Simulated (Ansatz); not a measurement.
# CrI3: isotropic strain +4.51 %

The reference is CrI3 in the BiI3 type structure (space group R-3, No. 148; a = 6.8916 Å, c = 19.8917 Å (hexagonal axes); ferromagnetic; layered, stacked along the Cartesian z axis).

Modification: every lattice vector is stretched by 4.51 %; the atoms relax in the strained cell.

Calculations: Ansatz (a first-principles code) r2SCAN+rVV10, no spin-orbit coupling, earlier PAW set. k-mesh 6×6×6 (Γ-centred); smearing 0.05 eV (Fermi–Dirac).

```tsv
quantity	base	changed	shift
volume per atom	34.09 Å³	38.91 Å³	+4.82 Å³
space group	R-3 (No. 148)	R-3 (No. 148)	–
shortest interatomic distance	2.728 Å	2.768 Å	+0.040 Å
energy relative to the base (free energy F)	0 meV/atom	+30 meV/atom	+30 meV/atom
band gap	1.33 eV	1.46 eV	+0.122 eV
gap character	indirect, Γ → T	indirect, Γ → S₂	–
smallest direct gap	1.46 eV	1.52 eV	+0.06 eV
width of the top valence band	0.62 eV	0.52 eV	-0.10 eV
magnetic state	ferromagnetic	ferromagnetic	–
largest site moment	3.06 μB	3.13 μB	+0.07 μB
largest internal atomic displacement	–	0.128 Å	–
```

Final structure:

```
CELL_PARAMETERS angstrom
      3.60123     2.07917     6.92962
     -3.60123     2.07917     6.92962
      0.00000    -4.15834     6.92962
ATOMIC_POSITIONS crystal
  Cr 0.33354 0.33354 0.33354
  Cr 0.66646 0.66646 0.66646
  I  0.07357 0.71050 0.43888
  I  0.43888 0.07357 0.71050
  I  0.71050 0.43888 0.07357
  I  0.92643 0.28950 0.56112
  I  0.56112 0.92643 0.28950
  I  0.28950 0.56112 0.92643
```

Cost of the whole job for the changed cell (relaxation, final SCF and bands): about 50 core-minutes (a rough figure).

The magnetic state is the one reached from the starting moments; the real material's order can differ, and small cells can't hold many antiferromagnetic ones. With I present, leaving out spin-orbit coupling can change the band edges. Stability against distortions was not tested.
